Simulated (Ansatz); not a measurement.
The structure below was relaxed with Kohn–Sham DFT with the r2SCAN+rVV10 functional, run in Ansatz (a program for electronic structure) with PAW and 500 eV plane waves, spin-orbit coupling left out, at pressure 3 GPa.

Space group R3m, hexagonal axes (No. 160); a = 3.153 Å, b = 3.153 Å, c = 17.817 Å, α = 90.00°, β = 90.00°, γ = 120.00°

```csv
atom,site,symmetry,x,y,z
Mo,3a,3m,0.0000,0.0000,0.0000
S,3a,3m,0.0000,0.0000,0.2461
S,3a,3m,0.0000,0.0000,0.4206
```

### Question
Write out a cell with all atoms.

### Answer
```
MoS2
1.0
    3.15341     0.00000     0.00000
   -1.57670     2.73093     0.00000
    0.00000     0.00000    17.81699
Mo S
3 6
Direct
  0.66667   0.33333   0.33331
  0.33333   0.66667   0.66664
  0.00000   0.00000   0.99998
  0.00000   0.00000   0.24611
  0.33333   0.66667   0.08728
  0.66667   0.33333   0.57944
  0.00000   0.00000   0.42062
  0.33333   0.66667   0.91278
  0.66667   0.33333   0.75395
```
This is the conventional cell.

Load acts through the strain it causes; cell and atoms are relaxed under it. No phonon test of stability was made. The cell was made from MoS2 in the 3R-MoS2 type structure (space group R3m, No. 160; layered, stacked along the Cartesian z axis) by this change: pressure 3 GPa.
